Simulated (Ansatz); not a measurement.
Au5Sn (R32, No. 155, 6 atoms in the cell; start mp-30418), treated with PBEsol (Ansatz, a quantum-chemistry and plane-wave program, PAW).

Settings: plane-wave cutoff 520 eV, 14×14×14 k mesh, Fermi–Dirac smearing 0.05 eV, scalar-relativistic PAW data made under PBE.

Cell (relaxed at this level):

```xyz
6
Lattice="2.5375 1.4650 4.8077 -2.5375 1.4650 4.8077 0.0000 -2.9300 4.8077" Properties=species:S:1:pos:R:3 pbc="T T T"
Sn     0.0000     0.0000     0.0000
Au     0.0000     0.0000     9.6680
Au     0.0000     0.0000     4.7550
Au     0.8316    -1.4404     7.2115
Au     0.8316     1.4404     7.2115
Au    -1.6632     0.0000     7.2115
```

Problem. Give the computed bulk modulus.

Solution. 
bulk modulus: 146 GPa

The run finds no gap.

Note: the bulk modulus is −V dP/dV from two relaxed cells at ±2 % in volume; the relaxation could not lower the start's symmetry, so the cell can be a saddle point above a distorted one.

Spin–orbit coupling is not included; it can shift volumes and moduli of such heavy elements.

Static lattice: no zero-point or thermal effects.

Cost on a shared machine: around 14 core-minutes (rough).

A start named mp-… is a Materials Project structure, which need not be a measured phase.
